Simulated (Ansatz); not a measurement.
Ansatz (a quantum-chemistry and plane-wave program), DFT, PBE, plane waves, its default PAW files: Pt(111) slab of 12 layers, 1x1, atoms displaced (Pt12), unrelaxed, 12 atoms. Basis and mesh were picked for this test and aren't claimed converged.

```
Quantity                                                   Value
------------------------------  --------------------------------
cell                            2.77, 2.77, 34.92 Å; 90, 90, 60°
distance to the nearest atom                      2.66 to 2.80 Å
task                                                single point
k mesh                                                   10×10×1
hamiltonian.xc                                               pbe
kind of files                                                paw
scf.occupations.method                                  gaussian
scf.occupations.width                                     0.1 eV
output.forces                                               true
binding of workers (--pin)                                   off
k-point pools (--kpoint-pools)                                 1
memory maximum (--max-ram)                                  8GiB
accuracy                                        medium (default)
basis.precision                                   auto (default)
basis.xc_grid                                        2 (default)
scf.eigensolver.kind                              auto (default)
scf.convergence.dr2_threshold                    1e-07 (default)
scf.lower_state_search                           light (default)
k-points after symmetry                                       52
bands at the start                                           130
electrons                                                    216
plane waves at Γ                                            4569
cutoff (eV)                                                  420
FFT grid                                               20×20×240
symmetry operations                                            1
```

Settings of this run: scf.mixing.algorithm = auto, scf.mixing.preconditioner = kerker; 4 threads.

| iteration | dr2 (eV) | Hψ |
|---|---|---|
| 1 | 5.35e1 | 26044 |
| 2 | 8.61e1 | 8009 |
| 3 | 1.06e1 | 6178 |
| 4 | 3.22e0 | 6349 |
| 5 | 1.21e0 | 7750 |
| 6 | 2.91e-1 | 6240 |
| 7 | 1.31e-1 | 6291 |
| 8 | 8.51e-2 | 6252 |
| 9 | 1.92e-2 | 6231 |
| 10 | 2.83e-2 | 6194 |
| 11 | 2.55e-2 | 6184 |
| 12 | 1.06e-2 | 6182 |
| 13 | 5.37e-3 | 6310 |
| 14 | 5.25e-3 | 6330 |
| 15 | 4.89e-3 | 6207 |
| 16 | 1.27e-2 | 6204 |
| 17 | 5.03e-3 | 6205 |
| 18 | 7.86e-3 | 6306 |
| 19 | 4.83e-3 | 6293 |
| 20 | 7.03e-4 | 6250 |
| 21 | 6.83e-4 | 6788 |
| 22 | 1.79e-3 | 6431 |
| 23 | 3.92e-4 | 6228 |
| 24 | 7.24e-4 | 6193 |
| 25 | 1.08e-3 | 6182 |
| 26 | 3.12e-4 | 6180 |
| 27 | 1.68e-4 | 6243 |
| 28 | 6.52e-5 | 6180 |
| 29 | 8.92e-6 | 6393 |
| 30 | 3.30e-6 | 6515 |
| 31 | 1.91e-6 | 6370 |
| 32 | 2.72e-6 | 7128 |
| 33 | 4.29e-7 | 7193 |
| 34 | 3.79e-7 | 6503 |
| 35 | 3.69e-8 | 18701 |

It converged after 35 SCF iterations.

Task: Which change of one setting makes this cycle converge in far fewer steps?

Result: This is not unique; one that fits is scf.mixing.preconditioner = auto (default) (11 SCF iterations) or scf.mixing.preconditioner = ldos (11 SCF iterations), all else kept. The other changes of this size gave: scf.mixing.preconditioner = local_kerker (33); scf.mixing.algorithm = broyden (33); scf.mixing.preconditioner = kerker_dos (36); scf.mixing.preconditioner = none (52). In that run the program took: scf.mixing.algorithm MSR1, scf.mixing.preconditioner LDOS, scf.eigensolver.kind band_cg, --slots 4. The first change moves the result by: energy under 0.001 meV/atom, forces (largest component) 0.015 meV/Å. Counts are of single runs.

Keys are those of Ansatz 0.2.
